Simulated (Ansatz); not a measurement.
Rh (Fm-3m): band-structure transport figures

Data:

```
Rh
1.0
    0.00000     1.88547     1.88547
    1.88547     0.00000     1.88547
    1.88547     1.88547     0.00000
Rh
1
Direct
  0.00000   0.00000   0.00000
```

These are PBEsol, rigid bands (plane waves, PAW, scalar-relativistic; Ansatz, a first-principles code) values and carry that method's errors. Condition of this run: hydrostatic pressure 2 GPa (the target of the relaxation). How the cell was made: cell and atoms relaxed with PBEsol, then loaded as said.

```yaml
density of states at the Fermi level: 1.22 states/(eV·cell), both spins
bare Sommerfeld coefficient: 2.9 mJ/(mol of atoms·K²)
drude_plasma_energy: 10.3 eV
root-mean-square Fermi velocity: 6.7e5 m/s
resistivity times τ: 4.6 ×10⁻²² Ω·m·s
resistivity_times_mean_free_path: 3.2 ×10⁻¹⁶ Ω·m²
```

A metal at this level (no band gap); rigid bands, thermally averaged at 300 K, both spins. Spin-orbit coupling is left out. τ is one relaxation time for all states; the product of resistivity and mean free path takes one path for all states instead.
